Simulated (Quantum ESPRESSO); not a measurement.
Habitual settings against a tight run: MnPt (P4/mmm, 2 atoms in the cell)

Self-consistent single point.

```yaml
crystal:
  lattice:
    - [2.98023, 0.00000, 0.00000]
    - [0.00000, 2.98023, 0.00000]
    - [0.00000, 0.00000, 3.48825]
  atoms:
    - { symbol: Mn, position: [0.00000, 0.00000, 0.00000], spin: 4.0 }
    - { symbol: Pt, position: [0.50000, 0.50000, 0.50000], spin: 1.0 }
```
(The spins are starting values, not results.)

Method of the run: LDA (PZ), GBRV 1.5 ultrasoft (LDA) pseudopotentials (plane waves; Quantum ESPRESSO 7.5).

Base settings: ecutwfc = 50 Ry; ecutrho = 400 Ry; occupations = smearing; smearing = cold; degauss = 0.0036749 Ry; nspin = 2; potentials = {Mn: mn_lda_v1.5.uspp.F.UPF, Pt: pt_lda_v1.4.uspp.F.UPF}; K_POINTS = automatic 8 8 7 0 0 0; conv_thr = 1e-10 Ry; mixing_beta = 0.3.

Tight run (finer mesh or higher cutoff; not a proven limit): ecutwfc: 50 Ry → 70 Ry; ecutrho: 400 Ry → 560 Ry; conv_thr: 1e-10 Ry → 7.3e-11 Ry; K_POINTS: automatic 8 8 7 0 0 0 → automatic 11 11 10 0 0 0. It gave Fermi level (on the code's own zero) 17.42 eV; pressure -16.96 GPa; size of the cell's spin moment 4.43 μB; site moments (μB, in the program's spheres or projections) Mn 3.85, Pt 0.43.

Quick runs, as changes from the base:
- A: the base itself
- B: ecutwfc: 50 Ry → 25 Ry; ecutrho: 400 Ry → 200 Ry; K_POINTS: automatic 8 8 7 0 0 0 → automatic 2 2 2 1 1 1
- C: conv_thr: 1e-10 Ry → 7.3e-05 Ry; K_POINTS: automatic 8 8 7 0 0 0 → automatic 4 4 4 1 1 1
- D: ecutwfc: 50 Ry → 40 Ry; ecutrho: 400 Ry → 320 Ry; smearing: cold → mp; degauss: 0.0036749 Ry → 0.0099958 Ry; pseudopotentials: {Mn: mn_lda_v1.5.uspp.F.UPF, Pt: pt_lda_v1.4.uspp.F.UPF} → {Mn: mn_pbe_v1.5.uspp.F.UPF, Pt: pt_pbe_v1.4.uspp.F.UPF}; K_POINTS: automatic 8 8 7 0 0 0 → automatic 6 6 6 0 0 0; input_dft: default → pbesol [PBEsol]
- E: ecutwfc: 50 Ry → 35 Ry; ecutrho: 400 Ry → 280 Ry; conv_thr: 1e-10 Ry → 7.3e-05 Ry; K_POINTS: automatic 8 8 7 0 0 0 → automatic 4 4 4 0 0 0

Dashes: pressure of C, E, not trusted under this conv_thr with d or f elements; energy of D, another energy zero.

† marks runs with another functional, U, potentials or spin treatment: their distance from the tight run is not a convergence error alone.

The count of work is k-points × plane waves × bands × iterations; it is no time. 

The starting cell comes from a database of computed structures (which also holds hypothetical and non-ambient phases and stackings), without a prior relaxation at this level. Its lattice was rescaled by a random factor within 2.5 % of one. The magnetic order is the one reached from the typed start; others were not searched systematically. In the base run, with a pressure of about -17 GPa the cell is away from its equilibrium volume at this level.

| run | energy less tight (meV/atom) | pressure less tight (GPa) | size of the net moment less tight (μB/atom) | count of work / tight |
|---|---|---|---|---|
| A | 14.4 | -0.47 | -0.03 | 0.29 |
| B | 717.2 | -119.14 | 0.29 | 0.0017 |
| C | -15.5 | – | -0.21 | 0.015 |
| D† | – | 5.80 | 0.04 | 0.14 |
| E | 102.6 | – | 0.00 | 0.027 |

Among the runs at the tight run's level, the energy misses run from 14.4 to 717.2 meV/atom.

Left out of this page: 1 run of the series outside the window shown, repeating another row's setting, or not comparable.
